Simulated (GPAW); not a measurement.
GPAW run on CaI2 (P3m1, 3 atoms in the cell): self-consistent single point.

Level of theory: PBEsol, GPAW PAW datasets PBEsol (made by gpaw-setup) (plane waves; GPAW).

```xyz
3
Lattice="4.5516 0.0000 0.0000 -2.2758 3.9418 0.0000 0.0000 0.0000 7.2459" Properties=species:S:1:pos:R:3 pbc="T T T"
Ca     0.0000     0.0000     0.0500
I      0.0000     2.6279     1.7702
I      2.2758     1.3139     5.4757
```

Reference input (self-consistent single point, DFT PBEsol, plane waves, GPAW PAW datasets PBEsol (made by gpaw-setup)): mode = pw; ecut = 550 eV; xc = PBEsol; kpts = 3 3 2; mesh shift (steps) = 0 0 0; occupations.name = fixed-uniform; nbands = -6; convergence.density = 1e-05 e/electron; convergence.energy = 1e-05 eV/electron; convergence.bands = -4; symmetry.symmorphic = false; symmetry.tolerance = 0.0005. This run's input differs from it in these lines:

```diff
@@ -15,3 +15,3 @@
             xc='PBEsol',
-            kpts={'size': (3, 3, 2), 'gamma': True},
+            kpts=(10, 10, 6),
             occupations={'name': 'fixed-uniform'},
```

Log, with long lists cut:

```
     iter     time        total  log10-change:
                         energy   eigst   dens
iter:   1 --:--:--   -10.372623   +0.86
iter:   2 --:--:--   -10.506662   +0.12  -1.37
iter:   3 --:--:--   -10.516049   -0.28  -1.40
iter:   4 --:--:--   -10.547440   -0.52  -1.47
iter:   5 --:--:--   -10.546809   -0.90  -1.86
iter:   6 --:--:--   -10.539190   -1.13  -2.02
iter:   7 --:--:--   -10.538025   -1.53  -2.41
iter:   8 --:--:--   -10.537571   -1.93  -2.54
iter:   9 --:--:--   -10.537531   -1.98  -2.86
iter:  10 --:--:--   -10.537503c  -2.25  -2.97
iter:  11 --:--:--   -10.537453c  -2.24  -3.00
   [... lines left out ...]
iter:  20 --:--:--   -10.537452c  -3.48  -4.79
iter:  21 --:--:--   -10.537452c  -3.60  -4.87
iter:  22 --:--:--   -10.537452c  -3.85  -5.02c
iter:  23 --:--:--   -10.537452c  -3.86  -5.08c
iter:  24 --:--:--   -10.537452c  -4.10  -5.31c
iter:  25 --:--:--   -10.537452c  -4.20  -5.38c
iter:  26 --:--:--   -10.537452c  -4.51  -5.52c
   [... 10 lines left out ...]
iter:  37 --:--:--   -10.537452c  -6.63  -6.34c
iter:  38 --:--:--   -10.537452c  -6.82  -6.36c
iter:  39 --:--:--   -10.537452c  -7.03  -6.71c
iter:  40 --:--:--   -10.537452c  -6.99  -6.75c
iter:  41 --:--:--   -10.537452c  -7.52c -6.88c
Converged after 41 iterations.

Dipole moment: (0.007836, -0.004524, -2.166020) |e|*Ang

Energy contributions relative to reference atoms: (reference = -405407.553146)

Kinetic:        +11.215272
Potential:      -10.251519
External:        +0.000000
XC:             -10.918102
Entropy (-ST):   +0.000000
Local:           -0.583104
SIC:             +0.000000
--------------------------
Free energy:    -10.537452
Extrapolated:   -10.537452

Showing only first 2 kpts
 Kpt  Band  Eigenvalues  Occupancy
  0    10      0.91713    2.00000
  0    11      0.93347    2.00000
  0    12      5.48733    0.00000
  0    13      5.57316    0.00000

  1    10      0.96340    2.00000
  1    11      0.97690    2.00000
  1    12      5.45310    0.00000
  1    13      5.58208    0.00000

Fermi level: 2.96651

Gap: 3.664 eV
Transition (v -> c):
   [... lines left out ...]
Direct gap: 4.191 eV
Transition at: (s=0, k=3, n=11, [0.05, -0.05, 0.08])
Energy (eV): -10.537452

Forces in eV/Ang:
  0 Ca    0.00000    0.00000   -0.23356
  1 I     0.00000    0.00000   -0.06804
  2 I     0.00000    0.00000    0.30160

Stress tensor:
     0.007648    -0.000000     0.000000
    -0.000000     0.007648     0.000000
     0.000000     0.000000     0.006028
Stress (GPa, Voigt): [ 1.2253  1.2253  0.9658  0.      0.     -0.    ]
```

The run converged in 41 iterations. GPAW prints stress with tension positive. Against the reference run the free energy drops by 11.1 meV/atom, the pressure goes from -1.01 to -1.14 GPa, the largest force goes from 0.317 to 0.302 eV/Å and the gap on the mesh goes from 3.762 to 3.664 eV. The full log also holds: “Note: your k-points are not as symmetric as your crystal!”.

The starting cell comes from a database of computed structures (which also holds hypothetical and non-ambient phases and stackings), without a prior relaxation at this level. Its lattice was rescaled by up to half a per cent. One atom was moved a little off its site on purpose. Spin-orbit coupling is off. Another mesh or the band path of this cell gives a smaller gap, so this value is not converged in the mesh.

Cost on one core of a shared machine: roughly 7 min.
